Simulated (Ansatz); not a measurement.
Band structure of BN (F-43m, 2 atoms in the cell).

```xyz
2
Lattice="0.0000 1.7925 1.7925 1.7925 0.0000 1.7925 1.7925 1.7925 0.0000" Properties=species:S:1:pos:R:3 pbc="T T T"
B      0.0000     0.0000     0.0000
N      2.6888     2.6888     2.6888
```

Method: PBE, PAW files (plane waves; Ansatz, a first-principles code).

Settings: basis.ecutwfc = 420 eV; kpoints.mp_grid.grid = 13 13 13; hamiltonian.xc = pbe; hamiltonian.pseudopotentials = {kind: paw} (the program's default PAW files); scf.occupations.method = fixed; kpoints.band_path.npoints = 8.

The starting cell comes from a database of computed structures (which also holds hypothetical and non-ambient phases and stackings), without a prior relaxation at this level. Its lattice was rescaled by a random factor within 2.5 % of one.

Task: Predict the gap along the standard path and the places of the band edges.

Result: The gap along the path is 4.49 eV, from Γ to X; the smallest direct gap on it is 8.94 eV.

Levels in eV from the top of the valence band on the path, bands 1 to 7:
```tsv
point	1	2	3	4	5	6	7
Γ	-20.52	0.00	0.00	0.00	8.94	8.94	8.94
X	-14.78	-9.08	-5.03	-5.03	4.49	9.38	18.31
W	-14.45	-7.70	-7.15	-6.68	9.71	13.59	14.66
K	-14.69	-8.26	-7.87	-4.18	6.99	13.11	16.13
L	-16.18	-10.92	-1.99	-1.99	10.46	10.85	10.85
U	-14.69	-8.26	-7.87	-4.18	6.99	13.11	16.13
```

Keys are those of Ansatz 0.2.
